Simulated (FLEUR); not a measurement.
Input and output of a self-consistent single point for LaTl (Pm-3m, 2 atoms in the cell) (FLEUR).

Computed with PBEsol, all-electron FLAPW (FLEUR), scalar-relativistic valence in FLEUR.

```yaml
crystal:
  lattice:
    - [3.97238, 0.00000, 0.00000]
    - [0.00000, 3.97238, 0.00000]
    - [0.00000, 0.00000, 3.97238]
  atoms:
    - { symbol: La, position: [0.00000, 0.00000, 0.00000] }
    - { symbol: Tl, position: [0.50000, 0.50000, 0.50000] }
```

Reference input (self-consistent single point, DFT, PBEsol, all-electron FLAPW (FLEUR), scalar-relativistic valence): Kmax = 3.8 1/bohr; GmaxXC = 13.3 1/bohr; xcFunctional = PBEs; jspins = 1; l_soc = F; mode = gauss; fermiSmearingEnergy = 0.00367493 Htr; mesh (inpgen div1-3) = 8 8 8; inpgen gamma flag = true; Gmax = 13.3 1/bohr; numbands = 0; maxIterBroyd = 40. This run's input differs from it in these lines:

```diff
@@ -15,3 +15,3 @@
 &exco xctyp='PBEs' /
-&kpt div1=8 div2=8 div3=8 gamma=t /
+&kpt div1=6 div2=6 div3=6 gamma=t /
 &end /
```

The program printed (abridged):

```
 Iteration:     1   Distance:       5.80226307 me/bohr^3
 Iteration:     2   Distance:       5.32930413 me/bohr^3
 Iteration:     3   Distance:       2.28286369 me/bohr^3
 Iteration:     4   Distance:       0.84557946 me/bohr^3
 Iteration:     5   Distance:       0.44965547 me/bohr^3
   [... 7 lines left out ...]
 Iteration:    13   Distance:       0.00018988 me/bohr^3
 Iteration:    14   Distance:       0.00001857 me/bohr^3
 Iteration:    15   Distance:       0.00001527 me/bohr^3
 Iteration:    16   Distance:       0.00000144 me/bohr^3
 Run finished successfully
 Stop message:
   Structural relaxation: Done

[file out, last iteration]
             iter=     17
[...]
          total density-effective poten   -5.0350237327E+04
          total charge density-energy d   -5.7733736430E+02
 Updated energy parameters for spin:           1
[...]
 fermi energy and band-weighting factors:
    0.410819    0.410819    0.417388

[...]
FERMIE:
          first approx. to ef    (T=0)  :   0.350520 htr   (energy of the highest occ. eigenvalue)
          number of occ. states  (T=0)  :        241
          first approx. to seigv (T=0)  :  -2.368259 htr
          sum of weights of occ. states :  12.018519
          sum of semicore charge        :   0.000000 e
          fermi energy=   0.35118 har   work function=  -9.55620 ev
          number of valence electrons=  24.00000
   [... lines left out ...]
          total moment                 =     0.00000
 Direct bandgap for spin            1 :    7.8602080995613388E-003  Htr
 ---->    free energy=                    -28777.8559372198 htr
   [... lines left out ...]
      extrapolation for T->0
 ---->    total electron energy=          -28777.8559372198 htr
 ***** TOTAL FORCES ON ATOMS *****
 TOTAL FORCE FOR ATOM TYPE=  1  X=  0.000   Y=  0.000   Z=  0.000
                       FX_TOT= 0.000000 FY_TOT= 0.000000 FZ_TOT= 0.000000
 TOTAL FORCE FOR ATOM TYPE=  2  X=  3.753   Y=  3.753   Z=  3.753
                       FX_TOT= 0.000000 FY_TOT= 0.000000 FZ_TOT= 0.000000
 Structural relaxation: Done
```

The run converged in 16 iterations. FLEUR gives forces in its relaxation mode, with a further iteration, so its stop message speaks of a relaxation. Against the reference run the total energy goes up by 7.4 meV/atom.

The starting cell comes from a database of computed structures (which also holds hypothetical and non-ambient phases and stackings), without a prior relaxation at this level. Spin-orbit coupling is off. Values depend on the basis (sphere radii, cutoffs, local orbitals), which need not be converged. The log's line on a gap gives a spacing of levels on this mesh, which the program prints for metals too.
